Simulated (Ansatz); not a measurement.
The parent structure is ZnS in the zinc blende structure (space group F-43m, No. 216; a = 5.3891 Å).

Levels (all Ansatz, an electronic-structure program, PAW): r2SCAN (500 eV, no spin-orbit coupling); HSE06 (420 eV, without spin-orbit coupling).

Its gap is 2.70 eV with r2SCAN and 3.37 eV with HSE06.

It is then changed as follows: Se replaces 75.0 % of the S, ordered in a cell of 8 atoms (starting symmetry P-43m) and fully relaxed.

With r2SCAN the gap becomes 2.01 eV.

If the HSE06 correction stayed the same, what would the HSE06 gap be, and what does the HSE06 run give?

A rigid correction of +0.67 eV gives 2.68 eV. The HSE06 run gives 2.59 eV, so the correction itself changes by -0.09 eV.

Single points use the geometry relaxed with r2SCAN. These are small ordered cells, not random alloys; other orderings at the same x differ. Whether these cells are dynamically stable was not tested.
